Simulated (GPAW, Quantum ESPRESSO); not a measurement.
A Quantum ESPRESSO input for a self-consistent single point of ScAgSe2 (P-3m1, 4 atoms in the cell) (DFT, LDA (PZ), plane waves, GBRV 1.5 ultrasoft (LDA) pseudopotentials):

```fortran
&control
  calculation = 'scf'
  prefix = 'scagse2'
  outdir = './tmp'
  pseudo_dir = './'
  verbosity = 'high'
  tprnfor = .true.
  tstress = .true.
/
&system
  ibrav = 0
  nat = 4
  ntyp = 3
  ecutwfc = 50
  ecutrho = 400
  occupations = 'fixed'
  nbnd = 27
/
&electrons
  conv_thr = 1.0d-10
/
ATOMIC_SPECIES
Sc    44.9559  sc_lda_v1.uspp.F.UPF
Ag   107.8682  ag_lda_v1.4.uspp.F.UPF
Se    78.9710  se_lda_v1.uspp.F.UPF
ATOMIC_POSITIONS crystal
Sc    0.00000000    0.00000000    0.00000000
Ag    0.00000000    0.00000000    0.50000000
Se    0.33333333    0.66666667    0.23212000
Se    0.66666667    0.33333333    0.76788000
K_POINTS automatic
7 7 4  0 0 0
CELL_PARAMETERS angstrom
   3.90557971     0.00000000     0.00000000
  -1.95278986     3.38233125     0.00000000
   0.00000000     0.00000000     6.61041000
```

Translate this input to GPAW.

This is the input that was run; spellings and numerical settings could be chosen otherwise.

```python
from ase import Atoms
from ase.units import GPa
from gpaw import GPAW

atoms = Atoms(['Sc', 'Ag', 'Se', 'Se'],
              cell=[[3.905580, 0.000000, 0.000000],
                    [-1.952790, 3.382331, 0.000000],
                    [0.000000, 0.000000, 6.610410]],
              positions=[[0.000000, 0.000000, 0.000000],
                         [0.000000, 0.000000, 3.305205],
                         [-0.000002, 2.254888, 1.534408],
                         [1.952792, 1.127443, 5.076002]],
              pbc=True)

calc = GPAW(mode={'name': 'pw', 'ecut': 800},
            xc='LDA',
            kpts={'size': (7, 7, 4), 'gamma': True},
            occupations={'name': 'fixed-uniform'},
            nbands=-8,
            convergence={'bands': -6},
            symmetry={'symmorphic': False, 'tolerance': 0.0005},
            maxiter=100)

atoms.calc = calc

energy = atoms.get_potential_energy()
print('Energy (eV):', round(energy, 6))
forces = atoms.get_forces()
print('Forces (eV/Ang):')
print(forces.round(5))
stress = atoms.get_stress()
print('Stress (GPa, Voigt):', (stress / GPa).round(4))
```

Basis, cutoffs, solver keys and any potentials are the target program's own. This input uses DFT LDA (Perdew-Wang 92), plane waves, GPAW PAW datasets LDA (gpaw-data 1.0.1). LDA parametrisations can differ slightly between programs.

The starting cell comes from a database of computed structures (which also holds hypothetical and non-ambient phases and stackings), without a prior relaxation at this level.
